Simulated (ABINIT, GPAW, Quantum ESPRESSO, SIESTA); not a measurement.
# One structure in several programs: Al (Fm-3m, 1 atom in the cell)

Relaxation of cell and atoms.

```
Al
1.0
    0.00000     2.01522     2.01522
    2.01522     0.00000     2.01522
    2.01522     2.01522     0.00000
Al
1
Direct
  0.00000   0.00000   0.00000
```

Shared settings, as Quantum ESPRESSO writes them: occupations = smearing; smearing = fermi-dirac; degauss = 0.0073499 Ry; K_POINTS = automatic 10 10 10 0 0 0. Potentials and cutoffs stand in the table.

| code | model | final volume (Å³/atom) | cutoff |
|---|---|---|---|
| Quantum ESPRESSO | PBE, PSlibrary ultrasoft (PBE) pseudopotentials | 16.48 | 35 Ry |
| SIESTA | GGA PBE, numerical atomic orbitals DZP, PseudoDojo PBE standard norm-conserving potentials (rewritten from UPF to PSML) | 16.45 | grid 300 Ry |
| ABINIT | PBE, norm-conserving pseudopotentials (PseudoDojo nc-sr-05 PBE standard) | 16.45 | 40 Ry |
| GPAW | PBE, GPAW PAW datasets PBE (gpaw-data 1.0.1) | 16.53 | 600 eV |

The spread over the programs that give each value: final volume within 0.08 Å³/atom.

SIESTA uses small atom-centred bases, whose incompleteness enters pressures, forces and empty levels differently from a plane-wave cutoff.

The starting cell comes from a database of computed structures (which also holds hypothetical and non-ambient phases and stackings), without a prior relaxation at this level. Its lattice was rescaled by a random factor within 2.5 % of one.

Left out of this page: Ansatz (held back from this collection).
